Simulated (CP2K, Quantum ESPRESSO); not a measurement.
A Quantum ESPRESSO input for a self-consistent single point of CsCl (Pm-3m, 2 atoms in the cell) (DFT, PBE, plane waves, PseudoDojo standard norm-conserving (PBE) pseudopotentials):

```fortran
&CONTROL
  calculation = 'scf'
  outdir = './tmp/'
  pseudo_dir = './'
  verbosity = 'high'
  tprnfor = .true.
  tstress = .true.
/
&SYSTEM
  ibrav = 1
  celldm(1) = 7.7779936762
  nat = 2
  ntyp = 2
  ecutwfc = 60
  occupations = 'smearing'
  smearing = 'fermi-dirac'
  degauss = 0.000734986
/
&ELECTRONS
  conv_thr = 1.0d-10
  mixing_beta = 0.3
/
ATOMIC_SPECIES
Cs   132.9055  Cs.upf
Cl    35.4500  Cl.upf
ATOMIC_POSITIONS {crystal}
Cs    0.0000000000    0.0000000000    0.0000000000
Cl    0.5000000000    0.5000000000    0.5000000000
K_POINTS {automatic}
4 4 4  0 0 0
```

Problem. Translate this input to CP2K.

Solution. One input that does it (others would too):

```
&GLOBAL
  PROJECT cscl
  RUN_TYPE ENERGY_FORCE
  PRINT_LEVEL LOW
&END GLOBAL
&FORCE_EVAL
  METHOD Quickstep
  STRESS_TENSOR ANALYTICAL
  &DFT
    BASIS_SET_FILE_NAME BASIS_MOLOPT
    POTENTIAL_FILE_NAME GTH_POTENTIALS
    &QS
      METHOD GPW
      EPS_DEFAULT 1E-11
    &END QS
    &MGRID
      CUTOFF 500
      REL_CUTOFF 50
      NGRIDS 5
    &END MGRID
    &SCF
      SCF_GUESS ATOMIC
      EPS_SCF 1E-6
      MAX_SCF 100
      ADDED_MOS 4
      &DIAGONALIZATION
        ALGORITHM STANDARD
      &END DIAGONALIZATION
      &MIXING
        METHOD BROYDEN_MIXING
        ALPHA 0.2
        NBUFFER 12
      &END MIXING
      &SMEAR ON
        METHOD FERMI_DIRAC
        ELECTRONIC_TEMPERATURE [K] 116.05
      &END SMEAR
    &END SCF
    &KPOINTS
      SCHEME MONKHORST-PACK 4 4 4
      GAMMA_CENTERED T
    &END KPOINTS
    &XC
      &XC_FUNCTIONAL PBE
      &END XC_FUNCTIONAL
    &END XC
    &PRINT
      &MO
        EIGENVALUES T
        OCCUPATION_NUMBERS T
        NDIGITS 8
        FILENAME mo
        &EACH
          QS_SCF 0
        &END EACH
        ADD_LAST NUMERIC
      &END MO
      &MULLIKEN OFF
      &END MULLIKEN
    &END PRINT
  &END DFT
  &SUBSYS
    &CELL
      A 4.11593700 0.00000000 0.00000000
      B 0.00000000 4.11593700 0.00000000
      C 0.00000000 0.00000000 4.11593700
      PERIODIC XYZ
    &END CELL
    &COORD
      Cs       0.00000000     0.00000000     0.00000000
      Cl       2.05796850     2.05796850     2.05796850
    &END COORD
    &KIND Cs
      BASIS_SET DZVP-MOLOPT-SR-GTH
      POTENTIAL GTH-PBE-q9
    &END KIND
    &KIND Cl
      BASIS_SET DZVP-MOLOPT-SR-GTH
      POTENTIAL GTH-PBE-q7
    &END KIND
  &END SUBSYS
  &PRINT
    &FORCES ON
    &END FORCES
    &STRESS_TENSOR ON
    &END STRESS_TENSOR
  &END PRINT
&END FORCE_EVAL
```

Basis settings and potentials, where a program has them, do not carry over. This input uses DFT PBE, GPW, DZVP-MOLOPT-SR-GTH basis, GTH-PBE potentials (GTH_POTENTIALS).

The starting cell comes from a database of computed structures (which also holds hypothetical and non-ambient phases and stackings), without a prior relaxation at this level. Its lattice was rescaled by a random factor within 2.5 % of one.
